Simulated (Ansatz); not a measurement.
System: C (model structure, I4/mmm, No. 139, 4 atoms in the cell). Method: r²SCAN in Ansatz (plane waves, PAW).

Numerical settings: plane-wave cutoff 560 eV, 16×16×16 k mesh, Fermi–Dirac smearing 0.01 eV, scalar-relativistic PAW data made under PBE.

Cell (relaxed with PBEsol):

```
C
1.0
   -2.17815     2.17815     1.24949
    2.17815    -2.17815     1.24949
    2.17815     2.17815    -1.24949
C
4
Cartesian
  0.78549   0.78549   0.00000
  1.39266  -1.39266   1.24949
 -1.39266   1.39266   1.24949
  1.39266   1.39266   1.24949
```

Give the computed band gap, smallest direct gap on the k points sampled and direct gap at Γ.


- band gap = 2.65 eV (indirect)
- smallest direct gap on the k points sampled = 4.95 eV
- direct gap at Γ = 5.68 eV

Note: the relaxation could raise the start's symmetry but not lower it, so the cell can be a saddle point; cell and atoms aren't relaxed at this level (pressure 2.0 GPa).

Static lattice: no zero-point or thermal effects.

The result took roughly 25 core-seconds.

A model structure was made by putting elements into a prototype or built by hand; it is no filed structure, need not be a known phase, and can be a saddle point held by its symmetry.

Ansatz is a quantum-chemistry and plane-wave program.
